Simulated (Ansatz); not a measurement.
The parent structure is TeO2 in the fluorite structure (space group Fm-3m, No. 225; a = 5.323 Å; a hypothetical phase, not in the database extracts checked). Axes: x, y, z lie along the cube axes.

All numbers come from PBEsol (Ansatz, an electronic-structure program; PAW; 420 eV plane waves; scalar-relativistic without spin-orbit coupling), earlier PAW set.

Base values:

Band gap: 0.73 eV

Modification: a free-standing slab of 3 layers (9 atoms, 3 a layer) is cut normal to [111], with 15 Å of vacuum and the in-plane cell held at bulk.

How does this affect the excess energy per area of both faces?

The excess energy per area of both faces (slab less bulk energy over the cell's area: twice a surface energy) comes out as 0.86 J/m².

What happens to the band gap?

The band gap goes up by 0.46 eV to 1.19 eV.

Slab and bulk use different k-meshes, which limits the precision of the excess energy. With Te present, leaving out spin-orbit coupling can change the band edges. Stability against distortions was not tested.
